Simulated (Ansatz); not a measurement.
Sn₃O₄ (model structure, within 0.1 Å of Pbam, No. 55, 14 atoms in the cell) was calculated with PBEsol (Ansatz, a quantum-chemistry and plane-wave program, plane waves, PAW).

Numerical settings: plane-wave cutoff 520 eV, 18×6×8 k mesh (along the axes of the cell as run), Fermi–Dirac smearing 0.05 eV, scalar-relativistic PAW data made under PBE.

Cell (relaxed with PBEsol):

```
CELL_PARAMETERS angstrom
      3.22136     0.00000     0.32227
      0.00000     8.96209     0.00000
     -0.78873     0.00000     7.90386
ATOMIC_POSITIONS crystal
  Sn 0.00017 0.16107 0.14990
  Sn 0.99983 0.83893 0.85010
  Sn 0.99983 0.66107 0.35010
  Sn 0.00017 0.33893 0.64990
  Sn 0.50000 0.50000 0.00000
  Sn 0.50000 0.00000 0.50000
  O  0.50009 0.32641 0.82965
  O  0.49991 0.67359 0.17035
  O  0.49991 0.82641 0.67035
  O  0.50009 0.17359 0.32965
  O  0.99996 0.09518 0.63286
  O  0.00004 0.90482 0.36714
  O  0.00004 0.59518 0.86714
  O  0.99996 0.40482 0.13286
```

**Question.** What does this level give for the band gap and direct gap at Γ?

**Answer.** 
- band gap: 0.92 eV (on the SCF k mesh)
- direct gap at Γ: 1.75 eV

Spin–orbit coupling is not included.

A model structure was made by putting elements into a prototype or built by hand; it is no filed structure, need not be a known phase, and can be a saddle point held by its symmetry.
